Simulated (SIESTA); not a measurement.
Input and output of a self-consistent single point for BaPdO3 (P1, 5 atoms in the cell) (SIESTA).

Level of theory: GGA PBEsol with spin-orbit coupling, numerical atomic orbitals DZP, PseudoDojo PBEsol fully relativistic norm-conserving potentials (rewritten from UPF to PSML) run with SIESTA.

```
BaPdO3
1.0
    4.12827     0.00000     0.00000
    0.00000     4.12827     0.00000
    0.00000     0.00000     4.12827
Ba Pd O
1 1 3
Direct
  0.00895   0.00458   0.00261
  0.49565   0.49561   0.50016
  0.99885   0.49658   0.48956
  0.49857   0.00554   0.50410
  0.49798   0.49769   0.00358
```

Reference input (self-consistent single point, DFT, GGA PBEsol, numerical atomic orbitals DZP, PseudoDojo PBEsol standard norm-conserving potentials (rewritten from UPF to PSML)): XC.functional = GGA; XC.authors = PBEsol; potentials = PseudoDojo PBEsol standard; PAO.BasisSize = DZP; PAO.EnergyShift = 0.005 Ry; MeshCutoff = 300 Ry; kgrid.MonkhorstPack = 5 5 5; OccupationFunction = MP; OccupationMPOrder = 0; ElectronicTemperature = 1160.45 K; MaxSCFIterations = 150; SCF.Mixer.Method = Broyden. This run's input differs from it in these lines:

```diff
@@ -1,2 +1,2 @@
-# files in the folder: Ba.psml Pd.psml O.psml (PseudoDojo PBEsol standard)
+# files in the folder: Ba.psml Pd.psml O.psml (PseudoDojo PBEsol fully relativistic)
 SystemName  BaPdO3
@@ -39,2 +39,10 @@
 ElectronicTemperature        1160.45 K
+Spin                         spin-orbit
+%block DM.InitSpin
+  1 0.00 0.00 0.00
+  2 0.00 0.00 0.00
+  3 0.00 0.00 0.00
+  4 0.00 0.00 0.00
+  5 0.00 0.00 0.00
+%endblock DM.InitSpin
```

The program printed (abridged):

```
        iscf     Eharris(eV)        E_KS(eV)     FreeEng(eV)     dDmax    Ef(eV) dHmax(eV)
   scf:    1    -5713.149326    -5760.488343    -5760.503447  0.701907 -7.150610 16.637855
     spin moment: {S} , |S| = {   -0.00000   -0.00000    0.00000 }     0.00000
   scf:    2    -5777.385460    -5770.062404    -5770.091984  0.152643 -7.875538  8.328571
     spin moment: {S} , |S| = {   -0.00000    0.00000   -0.00000 }     0.00000
   scf:    3    -5772.276553    -5773.714492    -5773.764969  0.224368 -8.167938  3.731432
     spin moment: {S} , |S| = {    0.00000   -0.00000   -0.00000 }     0.00000
   [... lines left out ...]
     spin moment: {S} , |S| = {   -0.00000    0.00000    0.00000 }     0.00000
   scf:   17    -5774.085700    -5774.085698    -5774.136066  0.000016 -7.759604  0.000645
     spin moment: {S} , |S| = {   -0.00000    0.00000    0.00000 }     0.00000
   scf:   18    -5774.085700    -5774.085698    -5774.136066  0.000011 -7.759569  0.000584
     spin moment: {S} , |S| = {    0.00000    0.00000    0.00000 }     0.00000
   scf:   19    -5774.085700    -5774.085699    -5774.136066  0.000009 -7.759547  0.000512
     spin moment: {S} , |S| = {   -0.00000    0.00000    0.00000 }     0.00000
SCF Convergence by DM+H criterion
max |DM_out - DM_in|         :     0.0000085742
max |H_out - H_in|      (eV) :     0.0005119260
SCF cycle converged after 19 iterations

Using DM_out to compute the final energy and forces

siesta: E_KS(eV) =            -5774.0857

siesta: E_KS - E_eggbox =     -5774.0857

siesta: Atomic forces (eV/Ang):
     1   -0.227762   -0.144119   -0.055988
     2    0.226481    0.412122    0.147540
     3   -0.089375    0.103642    0.105787
     4    0.044108   -0.449891    0.021215
     5    0.048844    0.096024   -0.211724
   Tot    0.002296    0.017776    0.006830
   Max    0.449891
   Res    0.201633    sqrt( Sum f_i^2 / 3N )
   Max    0.449891    constrained

Stress tensor Voigt[x,y,z,yz,xz,xy] (kbar):       35.77       33.82       35.77       -0.38        0.28       -0.45
   [... lines left out ...]
siesta: FreeEng =     -5774.136066
   [... lines left out ...]
siesta:     0.022326   -0.000279    0.000172
siesta:    -0.000279    0.021111   -0.000235
siesta:     0.000173   -0.000235    0.022327

siesta: Cell volume =         70.356509 Ang**3

siesta: Pressure (static):
siesta:                Solid            Molecule  Units
siesta:          -0.00023875         -0.00036322  Ry/Bohr**3
siesta:          -0.02192138         -0.03334945  eV/Ang**3
siesta:         -35.12192464        -53.43170498  kBar
```

The run converged in 19 iterations. Against the reference run the pressure goes from -3.34 to -3.51 GPa and the largest force goes from 0.522 to 0.493 eV/Å. The full log also holds: “initDM: WARNING: atom 1 has a closed-shell and cannot be polarized”.

The starting cell comes from a database of computed structures (which also holds hypothetical and non-ambient phases and stackings), without a prior relaxation at this level. Its atoms were displaced at random from the sites of space group no. 221. Values carry the incompleteness of an atom-centred basis. With a pressure of about -4 GPa the cell is away from its equilibrium volume at this level.

Cost on one core of a shared machine: roughly 3 min.
